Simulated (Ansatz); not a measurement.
```
SiC
1.0
    0.00000     2.24462     2.24462
    2.24462     0.00000     2.24462
    2.24462     2.24462     0.00000
Si C
1 1
Cartesian
  0.00000   0.00000   0.00000
  1.12231   1.12231   1.12231
```

No spin polarisation.

All numbers come from PBE, PAW, 420 eV (Ansatz, a first-principles code; without spin-orbit coupling). Γ-centred 13×13×13 mesh, Fermi–Dirac width 0.05 eV.

Predict the electron mass and band gap.


```json
{
 "electron_mass": "0.71 mₑ along k, 0.23 mₑ across (at X)",
 "band_gap": "1.44 eV"
}
```

The cells carry an imposed strain or load. Masses are band curvatures over ±0.01 Å⁻¹ around the edge. Along k means along the line from Γ to the band edge. Stability against distortions was not tested. The cell was made from SiC in the zinc blende structure (space group F-43m, No. 216) by this change: isotropic strain +2.50 %.
